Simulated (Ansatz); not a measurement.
## Effect of biaxial strain +1.50 %, plane normal [001], relaxed out of plane on CdS

Start from CdS in the zinc blende structure (space group F-43m, No. 216; a = 5.7566 Å). Axes: x, y, z lie along the cube axes.

Now apply this change: biaxial strain +1.50 %, plane normal [001], relaxed out of plane (Cartesian); in-plane vectors clamped, the third vector and the atoms free.

All numbers come from LDA in Ansatz (plane waves to 420 eV, PAW, spin-orbit coupling left out). Γ-centred 10×10×10 mesh, Fermi–Dirac width 0.05 eV.

| quantity | base | changed | shift |
|---|---|---|---|
| volume per atom | 23.85 Å³ | 24.00 Å³ | +0.157 Å³ |
| space group | F-43m (No. 216) | I-4m2 (No. 119) | – |
| shortest interatomic distance | 2.493 Å | 2.499 Å | +0.006 Å |
| energy relative to the base (free energy F) | 0 meV/atom | +1.7 meV/atom | +1.7 meV/atom |
| pressure (mean of the normal stresses, compression positive) | 0.00 GPa | -0.49 GPa | -0.49 GPa |
| band gap | 0.95 eV | 0.86 eV | -0.09 eV |
| gap character | direct at Γ | direct at Γ | – |
| electron mass | 0.10 mₑ (at Γ) | 0.099 mₑ out of plane, 0.11 mₑ in plane (at Γ) | – |
| valence-band top at Γ (three highest levels, from the VBM) | 0.00, 0.00, 0.00 eV | 0.00, -0.11, -0.11 eV | – |
| out-of-plane strain | – | -2.30 % | – |
| ratio −ε⊥/ε∥ | – | 1.53 | – |
| mean in-plane stress (compression positive) | – | -0.7 GPa | – |

Effective masses come from finite differences of ±0.01 Å⁻¹. Stability against distortions was not tested. k-point labels follow each cell's own Brillouin zone.

Ansatz is a quantum-chemistry and plane-wave program.
